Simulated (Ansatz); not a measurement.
Consider CdO in the rock salt structure (space group Fm-3m, No. 225; a = 4.768 Å).

Calculations: plane-wave PAW DFT at the PBE level (Ansatz, an electronic-structure program, 420 eV), no spin-orbit coupling.

Base values:

- Pressure: 0.0 GPa
- Band gap: zero

Modification: every lattice vector is shortened by 2.61 %, atoms relaxed at fixed cell.

How does this affect the energy relative to the base?

The energy grows by 36 meV/atom.

Estimate the effect on the pressure.

The pressure goes from zero to 12.1 GPa.

Predict the new band gap.

The band gap stays zero.

The mesh was chosen for an insulator and is coarse for the gapless case. The cells carry an imposed strain or load. Stability against distortions was not tested. All final runs are without spin polarisation. A zero or small gap of CdO can be the functional's error rather than a property of the material.
